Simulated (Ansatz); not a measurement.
The reference is ZrO$_{2}$ in the fluorite structure (space group Fm-3m, No. 225; a = 5.089 Å).

Modification: a negative pressure, −1 GPa.

Levels (all Ansatz, an electronic-structure program, PAW, earlier PAW set): r2SCAN (500 eV, spin-orbit coupling left out); HSE06 (420 eV, scalar-relativistic without spin-orbit coupling).

The geometry is relaxed with r2SCAN.

- r2SCAN band gap = 3.87 eV

How does going to HSE06 change the band gap?

The band gap rises by 1.10 eV, from 3.87 eV to 4.97 eV.

Single points use the geometry relaxed with r2SCAN. Their cutoffs differ, which shifts pressures a little. HSE06 was sampled on its mesh, a few special points and the semilocal edge points, so its gap is an upper bound. Load acts through the strain it causes; cell and atoms are relaxed under it. Stability against distortions was not tested. This is not the structure that ZrO2 has at room temperature and ambient pressure.
